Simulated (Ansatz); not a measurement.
## GaN: pressure series

The parent structure is GaN in the zinc blende structure (space group F-43m, No. 216; a = 4.498 Å).

Cell and atoms are relaxed at each pressure.

Computed with Ansatz (an electronic-structure program) r2SCAN, no SOC.

```csv
pressure (GPa),volume per atom (Å³/atom)
-2,11.493
-1,11.433
0,11.375
0.9,11.323
2.1,11.257
4.5,?
9,10.909
15,10.646
30,10.104
```

Question: Fit the third-order Birch–Murnaghan form P(V) = (3B₀/2)[(V₀/V)^(7/3) − (V₀/V)^(5/3)]·[1 + (3/4)(B₀′ − 4)((V₀/V)^(2/3) − 1)] (squares taken in P) to the rows shown and predict the withheld row.

Answer: Least squares on the printed values gives V₀ = 11.375 Å³/atom, B₀ = 197 GPa, B₀′ = 4.2; this predicts 11.129 Å³/atom, and the run gives 11.128 Å³/atom, in agreement.

Load acts through the strain it causes; cell and atoms are relaxed under it. No phonon test of stability was made. Tetrahedral semiconductors of this kind turn to denser phases somewhere between about 1 and 50 GPa; those were not computed, so compressed cells here can lie past the real transition. This is not the structure that GaN has at room temperature and ambient pressure.
